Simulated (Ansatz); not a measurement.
Electronic density of states of amorphous silicon oxynitride (Si₂₄O₃₆N₈), density 2.46 g/cm³, on a 2×2×2 Γ-centred mesh with a Gaussian width of 0.1 eV; energies count from the Fermi level, whose place inside the gap is arbitrary. Cell and mesh are small, so fine structure isn't converged. These are PBE, scalar-relativistic without spin-orbit coupling (plane waves to 420 eV, PAW; Ansatz, a program for electronic structure) values and carry that method's errors. Sampling: a 2×2×2 Γ-centred mesh; Fermi-Dirac width 0.02 eV; no spin polarisation. At PBE the levels at the filled edge of the gap are localised (band-tail or defect states), and the nearest spread-out levels lie 4.4 eV apart at the zone centre.

A CHGNet melt-quench gave the starting glass, which DFT then relaxed. O and N atoms were pushed apart under 1.9 Å during the dynamics, to hinder bonds among them. The hot cell started wider than the set density and was brought back towards it in steps. It is the lowest in DFT energy of 2 quenches. It is a model cell: composition and starting density were chosen by hand, and all elements were melted together. No dispersion term was used. Its density started from a set value of 2.36 and ended at 2.46 g/cm³. The quench (nominally 300 K/ps over its main leg) was far faster than any real one, so the model tends to hold more defects than a real film. A cell of this size samples the disorder only roughly. Volume and shape were free in the relaxation.

(E - EF (eV), states/(eV atom)): (-12.00, 0.13); (-11.90, 0.17); (-11.80, 0.22); (-11.70, 0.21); (-11.60, 0.19); (-11.50, 0.17); (-11.40, 0.16); (-11.30, 0.18); (-11.20, 0.16); (-11.10, 0.15); (-11.00, 0.19); (-10.90, 0.20); (-10.80, 0.22); (-10.70, 0.21); (-10.60, 0.19); (-10.50, 0.20); (-10.40, 0.14); (-10.30, 0.15); (-10.20, 0.20); (-10.10, 0.24); (-10.00, 0.27); (-9.90, 0.23); (-9.80, 0.19); (-9.70, 0.22); (-9.60, 0.24); (-9.50, 0.27); (-9.40, 0.27); (-9.30, 0.31); (-9.20, 0.36); (-9.10, 0.35); (-9.00, 0.39); (-8.90, 0.45); (-8.80, 0.53); (-8.70, 0.54); (-8.60, 0.58); (-8.50, 0.56); (-8.40, 0.37); (-8.30, 0.23); (-8.20, 0.25); (-8.10, 0.37); (-8.00, 0.41); (-7.90, 0.33); (-7.80, 0.20); (-7.70, 0.20); (-7.60, 0.32); (-7.50, 0.30); (-7.40, 0.29); (-7.30, 0.26); (-7.20, 0.31); (-7.10, 0.31); (-7.00, 0.24); (-6.90, 0.34); (-6.80, 0.41); (-6.70, 0.41); (-6.60, 0.43); (-6.50, 0.48); (-6.40, 0.59); (-6.30, 0.64); (-6.20, 0.63); (-6.10, 0.56); (-6.00, 0.58); (-5.90, 0.58); (-5.80, 0.59); (-5.70, 0.71); (-5.60, 0.80); (-5.50, 0.80); (-5.40, 0.79); (-5.30, 0.80); (-5.20, 0.79); (-5.10, 0.75); (-5.00, 0.72); (-4.90, 0.74); (-4.80, 0.76); (-4.70, 0.81); (-4.60, 0.81); (-4.50, 0.80); (-4.40, 0.74); (-4.30, 0.66); (-4.20, 0.57); (-4.10, 0.65); (-4.00, 0.70); (-3.90, 0.65); (-3.80, 0.61); (-3.70, 0.54); (-3.60, 0.49); (-3.50, 0.36); (-3.40, 0.18); (-3.30, 0.09); (-3.20, 0.15); (-3.10, 0.17); (-3.00, 0.30); (-2.90, 0.19); (-2.80, 0.04); (-2.70, 0.11); (-2.60, 0.13); (-2.50, 0.03); (-2.40, 0.00); (-2.30, 0.00); (-2.20, 0.00); (-2.10, 0.05); (-2.00, 0.15); (-1.90, 0.08); (-1.80, 0.01); (-1.70, 0.00); (-1.60, 0.04); (-1.50, 0.14); (-1.40, 0.10); (-1.30, 0.01); (-1.20, 0.00); (-1.10, 0.00); (-1.00, 0.00); (-0.90, 0.00); (-0.80, 0.00); (-0.70, 0.00); (-0.60, 0.00); (-0.50, 0.00); (-0.40, 0.00); (-0.30, 0.00); (-0.20, 0.00); (-0.10, 0.00); (0.00, 0.00); (0.10, 0.00); (0.20, 0.00); (0.30, 0.00); (0.40, 0.00); (0.50, 0.00); (0.60, 0.00); (0.70, 0.00); (0.80, 0.00); (0.90, 0.00); (1.00, 0.00); (1.10, 0.00); (1.20, 0.00); (1.30, 0.00); (1.40, 0.02); (1.50, 0.02); (1.60, 0.05); (1.70, 0.10); (1.80, 0.08); (1.90, 0.02); (2.00, 0.00); (2.10, 0.00); (2.20, 0.00); (2.30, 0.02); (2.40, 0.04); (2.50, 0.05); (2.60, 0.07); (2.70, 0.10); (2.80, 0.10); (2.90, 0.10); (3.00, 0.08); (3.10, 0.09); (3.20, 0.19); (3.30, 0.23); (3.40, 0.17); (3.50, 0.14); (3.60, 0.18); (3.70, 0.17); (3.80, 0.19); (3.90, 0.24); (4.00, 0.30); (4.10, 0.31); (4.20, 0.32); (4.30, 0.32); (4.40, 0.30); (4.50, 0.34); (4.60, 0.40); (4.70, 0.39); (4.80, 0.35); (4.90, 0.39); (5.00, 0.38); (5.10, 0.43); (5.20, 0.48); (5.30, 0.51)

The level gap on this mesh is 2.89 eV; the broadening fills part of it in the curve.
